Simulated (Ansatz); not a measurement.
The reference is BAs in the wurtzite structure (space group P6_3mc, No. 186; a cell from a computed database, its experimental status unchecked).

```
BAs
1.0
    3.35438     0.00000     0.00000
   -1.67719     2.90498     0.00000
    0.00000     0.00000     5.55380
B As
2 2
Cartesian
  0.00000   1.93665   2.08028
  1.67719   0.96833   4.85717
  0.00000   1.93665   0.00240
  1.67719   0.96833   2.77930
```

Computed with Ansatz (a quantum-chemistry and plane-wave program) PBEsol, without spin-orbit coupling.

Base values:

* **Gap between the host's bands**: 1.02 eV
* **Gap character**: indirect, Γ → M

One thing is altered: 0.379 holes added to each cell, a density of 7.0×10^21 cm⁻³, with a uniform compensating background at fixed cell and a 300 K Fermi–Dirac width.

Problem. Predict the new Fermi level from band edge.

Solution. The Fermi level relative to the doped band's edge (positive inside the band; to 0.05 eV) is +1.35 eV.

Problem. Predict the new gap between the host's bands.

Solution. The gap between the host's bands grows by 0.08 eV, from 1.02 eV to 1.10 eV.

Problem. How does this affect the gap character?

Solution. The gap character remains indirect, Γ → M.

Charged cell with a jellium background: band edges are those of the host's band count, energies are not comparable with the neutral cell, and many-body gap narrowing is missing. Whether these cells are dynamically stable was not tested. This is not the structure that BAs has at room temperature and ambient pressure.
